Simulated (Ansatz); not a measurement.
The parent structure is Ta in the bcc (W type) structure (space group Im-3m, No. 229; a = 3.2541 Å; relaxed with 0.1 eV smearing). Axes: x, y, z lie along the cube axes.

All numbers come from DFT with LDA, PAW potentials and a 420 eV plane-wave cutoff in Ansatz (a first-principles code), without spin-orbit coupling.

One thing is altered: biaxial strain +1.00 %, plane normal [001], relaxed out of plane (Cartesian); in-plane vectors clamped, the third vector and the atoms free.

Problem. Estimate the effect on the out-of-plane strain and energy relative to the base.

Solution. The out-of-plane strain comes out as -1.16 %; the energy rises by 2.8 meV/atom.

No phonon test of stability was made. All final runs are without spin polarisation.
